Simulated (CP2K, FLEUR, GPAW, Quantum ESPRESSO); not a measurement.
## One structure in several programs: Ce2NiGe3 (P-6m2, 6 atoms in the cell)

Self-consistent single point.

```
CELL_PARAMETERS angstrom
      4.24044     0.00000     0.00000
     -2.12022     3.67233     0.00000
      0.00000     0.00000     7.92569
ATOMIC_POSITIONS crystal
  Ce 0.66667 0.33333 0.23545
  Ce 0.66667 0.33333 0.76455
  Ni 0.00000 0.00000 0.00000
  Ge 0.00000 0.00000 0.50000
  Ge 0.33333 0.66667 0.00000
  Ge 0.33333 0.66667 0.50000
```

All programs got the same cell, k-point mesh and kind of occupations (in Quantum ESPRESSO's words: occupations = smearing; smearing = gauss; degauss = 0.019992 Ry; K_POINTS = automatic 6 6 3 0 0 0); potentials, basis and cutoffs are each program's usual ones.

```tsv
code	model	pressure (GPa)	largest force (eV/Å)	k-points	cutoff
Quantum ESPRESSO	LDA (PZ), SSSP 1.1.2 efficiency (PBE) pseudopotentials	-5.54	0.111	14	50 Ry
FLEUR	LDA (Vosko-Wilk-Nusair), all-electron FLAPW (FLEUR), scalar-relativistic valence	–	0.123	14	Kmax 3.8 1/bohr
CP2K	LDA (Pade form), GPW, DZVP-MOLOPT-SR-GTH basis, GTH-PADE potentials (GTH_POTENTIALS)	-5.35	0.176	56	grid 800 Ry
GPAW	LDA (Perdew-Wang 92), GPAW PAW datasets LDA (gpaw-data 1.0.1)	-5.19	0.097	14	800 eV
```

A dash marks a value that a program does not give, or that is left out as unsure.

The spread over the programs that give each value: pressure within 0.35 GPa; largest force within 0.079 eV/Å.

The starting cell comes from a database of computed structures (which also holds hypothetical and non-ambient phases and stackings), without a prior relaxation at this level. On Quantum ESPRESSO's run: Spin-orbit coupling is off. Spin polarisation is off. The f electrons are in the valence without U or exact exchange, which can misplace them near the Fermi level. Spin-orbit terms, which matter for f shells, are left out. In the base run, with a pressure of about -6 GPa the cell is away from its equilibrium volume at this level.

Question: Why do the programs differ, and what cannot be compared?

Answer: Differences of this kind can come from the potentials, where these differ, and from what each basis and cutoff leave unconverged. The valence holds different numbers of electrons (Quantum ESPRESSO 84, FLEUR 82, CP2K 54, GPAW 52). The zero of total energies and Fermi levels follows the potentials and each program's conventions, so they are not compared here. CP2K uses small atom-centred bases, whose incompleteness enters pressures, forces and empty levels differently from a plane-wave cutoff. FLEUR treats all electrons, but the usual bases taken here (sphere radii, linearisation, local orbitals, empty states) were not tested for convergence, so the values are no reference for the others. The programs reduce the same mesh by symmetry to different extents, which changes the work and not the result.

Left out of this page: Ansatz (with a known weakness of the program); Elk (not drawn, or without a comparable value).
